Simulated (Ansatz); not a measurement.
The parent structure is LiNbO$_{3}$ (space group R3c, No. 161).

```xyz
10
Lattice="2.5949 1.4982 4.6715 -2.5949 1.4982 4.6715 0.0000 -2.9964 4.6715" Properties=species:S:1:pos:R:3 pbc="T T T"
Li     0.0000     0.0000     3.9344
Li     0.0000     0.0000    10.9417
Nb     0.0000     0.0000    14.0075
Nb     0.0000     0.0000     7.0003
O     -0.6422    -1.4587     5.5444
O      1.5844     0.1732     5.5444
O     -0.9421     1.2855     5.5444
O     -1.6528    -0.2127     7.8802
O      0.6422     1.5377     7.8802
O      1.0106    -1.3250     7.8802
```

Cartesian axes are those of the cell as printed.

Calculations: PBE in Ansatz (plane waves to 420 eV, PAW, no spin-orbit coupling).

Perturbation: the cell is stretched by 1.50 % along z with no lateral relaxation; the atoms relax in the strained cell.

What happens to the largest internal atomic displacement?

The largest internal atomic displacement is 0.012 Å.

Estimate the effect on the energy relative to the base.

The energy goes up by 1.6 meV/atom.

Whether these cells are dynamically stable was not tested.

Ansatz is a program for electronic structure.
